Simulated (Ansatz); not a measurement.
Structures of equal composition on the (0001) surface of wurtzite GaN (Ga plane on top): 2x2 Ga adatom at H3; 2x2 Ga adatom at T1; 2x2 Ga adatom at T4. The slabs share one bottom face, and each structure is named by its start. These are constructed structures in small cells; real faces may alloy, dewet or reconstruct in larger ones, and not all known structures of the face are among them. Slabs of about 14 Å, Fermi-Dirac smearing of 0.025 eV. Bottom of the slabs: H caps. Relaxed from the named starts with such symmetry as they have, on meshes of like density; energies extrapolated to zero smearing; spin only where a row says so; no spin-orbit coupling, no U. Brackets mark spin-polarised runs, whose order is one that fits the cell. Where a second, spin-polarised start was run, the lower counts.

These are PBE (plane waves to 420 eV, PAW; Ansatz, an electronic-structure program) values and carry that method's errors.

**Question.** Put the candidates in order of energy per 1x1 cell, lowest first, for PBE.

**Answer.** 2x2 Ga adatom at T4 (0.000 eV, gap 0.29 eV on the mesh), 2x2 Ga adatom at H3 (0.051 eV, gap 0.27 eV on the mesh), 2x2 Ga adatom at T1 (0.356 eV [spin start, no net moment], gap 0.28 eV on the mesh)
